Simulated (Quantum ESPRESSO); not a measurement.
Worked example: self-consistent single point of ZnO (P6_3mc, 4 atoms in the cell) in Quantum ESPRESSO.

Computed with PBE, GBRV 1.5 ultrasoft (PBE) pseudopotentials (plane waves; Quantum ESPRESSO).

The change in words: lattice scaled by 0.98. Reference geometry:
```
ZnO
1.0
    3.23735     0.00000     0.00000
   -1.61868     2.80363     0.00000
    0.00000     0.00000     5.22206
Zn O
2 2
Direct
  0.66667   0.33333   0.50059
  0.33333   0.66667   0.00059
  0.66667   0.33333   0.87972
  0.33333   0.66667   0.37972
```

Reference input (self-consistent single point, DFT, PBE, plane waves, GBRV 1.5 ultrasoft (PBE) pseudopotentials): ecutwfc = 50 Ry; ecutrho = 250 Ry; occupations = smearing; smearing = fermi-dirac; degauss = 0.00147 Ry; potentials = {Zn: zn_pbe_v1.uspp.F.UPF, O: o_pbe_v1.2.uspp.F.UPF}; K_POINTS = automatic 8 8 5 0 0 0; conv_thr = 1e-10 Ry; mixing_beta = 0.7. This run's input differs from it in these lines:

```diff
@@ -33,5 +33,5 @@
 CELL_PARAMETERS angstrom
-   3.23734980     0.00000000     0.00000000
-  -1.61867490     2.80362717     0.00000000
-   0.00000000     0.00000000     5.22206000
+   3.17260254     0.00000000     0.00000000
+  -1.58630127     2.74755440     0.00000000
+   0.00000000     0.00000000     5.11761900
```

Log, with long lists cut:

```
     Self-consistent Calculation

     iteration #  1     ecut=    50.00 Ry     beta= 0.70

     total energy              =    -987.38792208 Ry
     estimated scf accuracy    <       0.86490724 Ry

     iteration #  2     ecut=    50.00 Ry     beta= 0.70

     total energy              =    -987.56702205 Ry
     estimated scf accuracy    <       1.31720630 Ry

     iteration #  3     ecut=    50.00 Ry     beta= 0.70

     total energy              =    -987.81390247 Ry
     estimated scf accuracy    <       0.00917672 Ry

   [... 5 blocks of this kind left out ...]

     iteration #  9     ecut=    50.00 Ry     beta= 0.70

     total energy              =    -987.81680582 Ry
     estimated scf accuracy    <          4.5E-10 Ry

     iteration # 10     ecut=    50.00 Ry     beta= 0.70
     End of self-consistent calculation

     the Fermi energy is    10.4326 ev

!    total energy              =    -987.81680582 Ry
     estimated scf accuracy    <          6.2E-12 Ry
     smearing contrib. (-TS)   =      -0.00000000 Ry
     internal energy E=F+TS    =    -987.81680582 Ry

     convergence has been achieved in  10 iterations

     Forces acting on atoms (cartesian axes, Ry/au):

     atom    1 type  1   force =     0.00000000    0.00000000    0.00000348
     atom    2 type  1   force =    -0.00000000   -0.00000000    0.00000348
     atom    3 type  2   force =     0.00000000    0.00000000   -0.00000348
     atom    4 type  2   force =     0.00000000    0.00000000   -0.00000348

     Total force =     0.000007     Total SCF correction =     0.000000

          total   stress  (Ry/bohr**3)                   (kbar)     P=      162.86
   0.00110733   0.00000000   0.00000000          162.89        0.00        0.00
   0.00000000   0.00110733   0.00000000            0.00      162.89        0.00
   0.00000000   0.00000000   0.00110661            0.00        0.00      162.79

   JOB DONE.
```

The run converged in 10 iterations. Against the reference run the free energy rises by 49.5 meV/atom, the pressure goes from 5.57 to 16.29 GPa, the largest force hardly changes (0.003 to 0.000 eV/Å) and the gap on the mesh goes from 0.821 to 0.908 eV.

The starting cell comes from a database of computed structures (which also holds hypothetical and non-ambient phases and stackings), without a prior relaxation at this level. For this run, on top of that: lattice scaled by 0.98. With a pressure of about 16 GPa the cell is away from its equilibrium volume at this level.

Cost on one core of a shared machine: roughly 40 s.
